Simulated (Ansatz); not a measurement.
The starting structures come from a database of crystals and need not be the phases stable at ambient conditions.

By PBEsol, the system below comes out a metal.

A figure of merit of an interconnect metal is its ballistic conductance per area.

Data:

```
CELL_PARAMETERS angstrom
      5.41677     0.00000     0.00000
      0.00000     5.42809     0.00000
      0.00000     2.71405     1.56696
ATOMIC_POSITIONS crystal
  Hf 0.25000 0.33333 0.00000
  Hf 0.75000 0.66667 0.00000
  N  0.00000 0.00000 0.00000
  N  0.50000 0.00000 0.00000
```

Space group of this cell: P6_3/mmc, NiAs type. The cell is taken as given; by PBEsol its mean pressure is -2.4 GPa.

The current flows along the normal of the first two printed cell vectors, the (110) plane of the conventional cell. No spin-orbit coupling; the value is a mean over 0.1 eV about the Fermi level.

Question: Predict the ballistic conductance per area from PBEsol (Ansatz, a program for electronic structure).

Answer: 0.36 × 10¹⁵ S/m² for both spins.
